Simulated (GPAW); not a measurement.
Input and output of a self-consistent single point for AlCr₂C (P6_3/mmc, 8 atoms in the cell) (GPAW).

Method of the run: GPAW 25.7.0 with BLYP, LCAO dzp, GPAW PAW datasets BLYP (made by gpaw-setup).

```xyz
8
Lattice="2.8090 0.0000 0.0000 -1.4045 2.4327 0.0000 0.0000 0.0000 12.5295" Properties=species:S:1:pos:R:3 pbc="T T T"
Al     1.4045     0.8109     3.1324
Al     0.0000     1.6218     9.3972
Cr     0.0000     1.6218     5.1990
Cr     1.4045     0.8109     7.3305
Cr     1.4045     0.8109    11.4638
Cr     0.0000     1.6218     1.0658
C      0.0000     0.0000     6.2648
C      0.0000     0.0000     0.0000
```

Reference input (self-consistent single point, DFT PBE, LCAO dzp, GPAW PAW datasets PBE (gpaw-data 1.0.1)): mode = lcao; h = 0.2 Å; basis = dzp; xc = PBE; kpts = 7 7 2; mesh shift (steps) = 0 0 0; occupations.name = methfessel-paxton; occupations.width = 0.136 eV; occupations.order = 1; convergence.density = 1e-05 e/electron; symmetry.symmorphic = false; symmetry.tolerance = 0.0005. This run's input differs from it in these lines:

```diff
@@ -20,3 +20,3 @@
             basis='dzp',
-            xc='PBE',
+            xc='BLYP',
             kpts={'size': (7, 7, 2), 'gamma': True},
```

Its files differ too (potentials: GPAW PAW datasets BLYP (made by gpaw-setup)).

Output, abridged:

```
     iter     time        total  log10-change:
                         energy   eigst   dens
iter:   1 --:--:--   -69.096388        c
iter:   2 --:--:--   -63.408680        c -0.73
iter:   3 --:--:--   -55.159736        c -0.84
iter:   4 --:--:--   -54.935891        c -1.26
iter:   5 --:--:--   -54.671158        c -1.30
iter:   6 --:--:--   -54.474908        c -1.43
iter:   7 --:--:--   -54.473175        c -1.88
iter:   8 --:--:--   -54.457805c       c -2.11
iter:   9 --:--:--   -54.453641        c -2.37
iter:  10 --:--:--   -54.453620c       c -3.19
iter:  11 --:--:--   -54.453553c       c -3.26
iter:  12 --:--:--   -54.453530c       c -3.40
iter:  13 --:--:--   -54.453524c       c -3.46
iter:  14 --:--:--   -54.453529c       c -3.50
   [... 10 lines left out ...]
iter:  25 --:--:--   -54.453538c       c -4.60
iter:  26 --:--:--   -54.453539c       c -4.62
iter:  27 --:--:--   -54.453539c       c -4.83
iter:  28 --:--:--   -54.453540c       c -4.93
iter:  29 --:--:--   -54.453540c       c -5.05c
Converged after 29 iterations.

Dipole moment: (-0.532113, -0.921645, -4.003936) |e|*Ang

Energy contributions relative to reference atoms: (reference = -129634.915143)

Kinetic:         +2.966147
Potential:      -13.784960
External:        +0.000000
XC:             -44.178957
Entropy (-ST):   +0.004558
Local:           +0.541192
SIC:             +0.000000
--------------------------
Free energy:    -54.452020
Extrapolated:   -54.453540

Showing only first 2 kpts
 Kpt  Band  Eigenvalues  Occupancy
  0    17      9.92607    2.00000
  0    18     10.73484    2.01125
  0    19     10.73521    2.01135
  0    20     10.76895    2.02491

  1    17      9.91868    2.00000
  1    18     10.75143    2.01692
  1    19     10.75143    2.01692
  1    20     10.75180    2.01706

Fermi level: 11.02104

No gap
No difference between direct/indirect transitions
Energy (eV): -54.45354

Forces in eV/Ang:
  0 Al    0.00000    0.00000    0.00000
  1 Al   -0.00000   -0.00000    0.00000
  2 Cr   -0.00000   -0.00000   -1.00879
  3 Cr    0.00000   -0.00000    1.00879
  4 Cr    0.00000    0.00000   -1.00879
  5 Cr   -0.00000   -0.00000    1.00879
  6 C     0.00000    0.00000    0.00000
  7 C     0.00000    0.00000    0.00000
```

The run converged in 29 iterations. Against the reference run the largest force goes from 0.830 to 1.009 eV/Å.

The starting cell comes from a database of computed structures (which also holds hypothetical and non-ambient phases and stackings), without a prior relaxation at this level. Its lattice was rescaled by a random factor within 2.5 % of one. Spin polarisation is off. Values carry the incompleteness of an atom-centred basis. Forces in this geometry exceed 1 eV/Å.

Cost on one core of a shared machine: roughly 10 min.
